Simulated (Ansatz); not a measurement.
Mo, response to strain

Start from Mo in the bcc (W type) structure (space group Im-3m, No. 229; a = 3.130 Å; relaxed with 0.1 eV smearing). Axes: x, y, z lie along the cube axes.

Strains are applied to the cell and any free atomic positions relax; under biaxial strain the out-of-plane vector relaxes too.

Calculations: PBEsol (Ansatz, a program for electronic structure, PAW, scalar-relativistic without spin-orbit coupling).

Notes on the quantities. energy relative to the base: free energy F; pressure: mean of the normal stresses, compression positive.

```tsv
change	energy relative to the base	pressure	ratio −ε⊥/ε∥
base	0 meV/atom	0.0 GPa	–
biaxial strain −3.00 %, plane normal [001], relaxed out of plane	+49 meV/atom	11.7 GPa	0.79
biaxial strain −2.50 %, plane normal [001], relaxed out of plane	+34 meV/atom	9.7 GPa	0.77
biaxial strain −1.50 %, plane normal [001], relaxed out of plane	+12 meV/atom	5.7 GPa	?
biaxial strain −1.00 %, plane normal [001], relaxed out of plane	+5.3 meV/atom	3.7 GPa	0.73
biaxial strain −0.50 %, plane normal [001], relaxed out of plane	+1.3 meV/atom	1.8 GPa	–
biaxial strain +0.50 %, plane normal [001], relaxed out of plane	+1.3 meV/atom	-1.8 GPa	–
biaxial strain +1.00 %, plane normal [001], relaxed out of plane	+5.1 meV/atom	-3.5 GPa	0.69
biaxial strain +1.50 %, plane normal [001], relaxed out of plane	+11 meV/atom	?	0.68
biaxial strain +3.00 %, plane normal [001], relaxed out of plane	+44 meV/atom	-9.7 GPa	0.66
```

Q: Some entries are withheld; estimate them.

A: 
- biaxial strain −1.50 %, plane normal [001], relaxed out of plane, ratio −ε⊥/ε∥: 0.74
- biaxial strain +1.50 %, plane normal [001], relaxed out of plane, pressure: -5.2 GPa

Stability against distortions was not tested. All final runs are without spin polarisation.
